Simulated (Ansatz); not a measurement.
A constructed model of the (111) surface of fcc Au, a layer of Mn in place of the third plane (bottom of the slab: a bare face, its two planes held)

Level of theory: PBE (plane waves to 420 eV, PAW; Ansatz, a first-principles code).

Slab: 6 atoms, 12.0 Å thick at the start; k 15x15x1, smearing 0.1 eV, dipole-corrected; 2 atoms held, the rest relaxed; start symmetry kept, larger cells not searched; spin-polarised, ending with about 4.0 μB a cell; orders that need a larger cell were not tried, no spin-orbit, no U. In PBE it is, or lies within 0.01 eV a 1x1 cell of, the lowest of the 2 structures of its composition computed so far; larger cells were not tried.

| Property | Result |
|---|---|
| work function of the top face | 5.12 eV |
| energy released by relaxation | 0.27 eV |
| magnetic moment of the cell | 3.98 μB |
| cost | very roughly 5 core-minutes |
